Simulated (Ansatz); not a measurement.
Data:

```yaml
crystal:
  lattice:
    - [10.66162, 0.00000, 0.00000]
    - [0.00000, 3.68167, 0.00000]
    - [0.00000, 0.00000, 4.54088]
  atoms:
    - { symbol: Ge, position: [0.62450, 0.75000, 0.64355] }
    - { symbol: Ge, position: [0.87550, 0.25000, 0.14355] }
    - { symbol: Ge, position: [0.37550, 0.25000, 0.35645] }
    - { symbol: Ge, position: [0.12450, 0.75000, 0.85645] }
    - { symbol: S, position: [0.34748, 0.75000, 0.00158] }
    - { symbol: S, position: [0.15252, 0.25000, 0.50158] }
    - { symbol: S, position: [0.65252, 0.25000, 0.99842] }
    - { symbol: S, position: [0.84748, 0.75000, 0.49842] }
```

No spin polarisation.

Level of theory: PBE-D3(BJ) (Ansatz, a program for electronic structure), no SOC, earlier PAW set. Settings: 3×9×8 k-points, 0.05 eV Fermi–Dirac smearing.

Q: Estimate the pressure (mean of the normal stresses, compression positive).

A: -1.90 GPa.

Q: What space group does the calculation give?

A: Pnma (No. 62).

The cells carry an imposed strain or load. Stability against distortions was not tested. The cell was made from GeS in the GeS type structure (space group Pnma, No. 62; layered, stacked along the Cartesian x axis) by this change: uniaxial strain ε_zz = +4.26 %.
